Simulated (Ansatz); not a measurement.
Base system: IrO2 in the rutile structure (space group P4_2/mnm, No. 136).

```cif
data_Ir2O4
_chemical_formula_sum 'Ir2 O4'
_space_group_name_H-M_alt 'P42/mnm'
_space_group_IT_number 136
_space_group_name_Hall '-P 4n 2n'
_cell_length_a 4.47181
_cell_length_b 4.47181
_cell_length_c 3.15362
_cell_angle_alpha 90.000
_cell_angle_beta 90.000
_cell_angle_gamma 90.000
loop_
_atom_site_label
_atom_site_type_symbol
_atom_site_symmetry_multiplicity
_atom_site_Wyckoff_symbol
_atom_site_fract_x
_atom_site_fract_y
_atom_site_fract_z
_atom_site_occupancy
Ir1 Ir 2 a 0.00000 0.00000 0.00000 1
O1 O 4 f 0.30879 0.30879 0.00000 1
```

The values are results of PBEsol (Ansatz, an electronic-structure program; PAW; 420 eV plane waves; spin-orbit coupling left out), not measurements.

```tsv
level	lattice parameter a	lattice parameter c
PBEsol	4.472 Å	3.154 Å
```

Measured: lattice parameter a 4.5051 Å (room temperature; as listed in Zenji Hiroi, Progress in Solid State Chemistry (2015)); lattice parameter c 3.1586 Å (room temperature; as listed in Zenji Hiroi, Progress in Solid State Chemistry (2015)).

Computed minus measured — lattice parameter a: PBEsol -0.7 %; lattice parameter c: PBEsol -0.2 %. Measured values not marked as corrected hold thermal and zero-point effects that the static-lattice runs lack.

No phonon test of stability was made. No Hubbard U is applied, and correlation can decide whether such a compound is a metal. All final runs are without spin polarisation.
